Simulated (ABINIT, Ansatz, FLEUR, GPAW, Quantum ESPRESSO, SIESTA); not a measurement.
**ZnS (F-43m, 2 atoms in the cell) computed with different codes at matched settings**

Self-consistent single point.

```xyz
2
Lattice="0.0000 2.6902 2.6902 2.6902 0.0000 2.6902 2.6902 2.6902 0.0000" Properties=species:S:1:pos:R:3 pbc="T T T"
Zn     0.0000     0.0000     0.0000
S      1.3451     1.3451     1.3451
```

Shared settings, as Ansatz (an electronic-structure program) writes them: kpoints.mp_grid.grid = 2 2 2; scf.occupations.method = fermi_dirac; scf.occupations.width = 0.0007 Ry. Potentials and cutoffs stand in the table.

```csv
code,model,pressure (GPa),gap on the mesh (eV),cutoff
SIESTA,"GGA PBE, numerical atomic orbitals TZP, PseudoDojo PBE standard norm-conserving potentials (rewritten from UPF to PSML)",8.02,2.249,grid 400 Ry
FLEUR,"PBE, all-electron FLAPW (FLEUR), scalar-relativistic valence",–,2.053,Kmax 4 1/bohr
Quantum ESPRESSO,"PBE, GBRV 1.5 ultrasoft (PBE) pseudopotentials",8.36,2.049,50 Ry
ABINIT,"PBE, PAW (JTH v2.0 PBE PAW)",8.46,2.041,816 eV
GPAW,"PBE, GPAW PAW datasets PBE (gpaw-data 1.0.1)",8.67,2.044,800 eV
Ansatz,"PBE, PAW files",8.49,2.049,default
```

A dash marks a value that a program does not give, or that is left out as unsure.

Gaps are read on the mesh.

The spread over the programs that give each value: pressure within 0.65 GPa; gap on the mesh within 0.208 eV.

SIESTA uses small atom-centred bases, whose incompleteness enters pressures, forces and empty levels differently from a plane-wave cutoff. FLEUR treats all electrons, but the usual bases taken here (sphere radii, linearisation, local orbitals, empty states) were not tested for convergence, so the values are no reference for the others. Ansatz's pressure is given at a fixed set of plane waves, as the other plane-wave codes print theirs; with its correction for the finite basis it is 8.57 GPa. In the gap, SIESTA (by 0.203) lies more than 0.12 eV from the median of the plane-wave programs.

On the base mesh (11 11 11) the same programs gave: Ansatz pressure 2.56 GPa, gap on the mesh 2.162 eV; Quantum ESPRESSO pressure 2.42 GPa, gap on the mesh 2.162 eV; ABINIT pressure 2.51 GPa, gap on the mesh 2.155 eV; GPAW pressure 2.71 GPa, gap on the mesh 2.159 eV; FLEUR gap on the mesh 2.167 eV; SIESTA pressure 0.77 GPa, gap on the mesh 2.390 eV.

The values differ from the base mesh's, so the mesh still matters here: the table compares the programs at equal settings.

The starting cell comes from a database of computed structures (which also holds hypothetical and non-ambient phases and stackings), without a prior relaxation at this level. Its lattice was rescaled by a random factor within 2.5 % of one.

Left out of this page: CP2K (on another mesh); Elk (not drawn, or without a comparable value).

Keys are those of Ansatz 0.2.
